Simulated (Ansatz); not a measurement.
## Hypothetical zinc blende BiB: pressure series

The reference is BiB in the zinc blende structure (space group F-43m, No. 216; a = 5.456 Å; a hypothetical phase, not in the database extracts checked).

Cell and atoms are relaxed at each pressure.

Levels (all Ansatz, a program for electronic structure, PAW): PBEsol (420 eV, scalar-relativistic without spin-orbit coupling); r2SCAN (500 eV, spin-orbit coupling left out); HSE06 (420 eV, without spin-orbit coupling).

Band gaps by level, all at the geometries relaxed with PBEsol:

```csv
case,PBEsol,r2SCAN,HSE06
base,0.45 eV,0.54 eV,1.01 eV
pressure −1 GPa,0.35 eV,0.44 eV,0.94 eV
pressure 7 GPa,0.58 eV,0.79 eV,1.11 eV
pressure 15 GPa,0.54 eV,0.75 eV,1.07 eV
pressure 30 GPa,0.48 eV,0.70 eV,1.02 eV
pressure 50 GPa,0.43 eV,0.65 eV,0.97 eV
pressure 75 GPa,0.39 eV,0.61 eV,0.93 eV
pressure 100 GPa,0.36 eV,0.59 eV,0.91 eV
```

Single points use the geometry relaxed with PBEsol. The hybrid gap comes from the SCF mesh plus the semilocal run's edge points and a few special points and is an upper bound. Spin-orbit coupling, missing from the scalar runs, can matter with Bi. Load acts through the strain it causes; cell and atoms are relaxed under it. Stability against distortions was not tested. No other phases were tried under pressure.
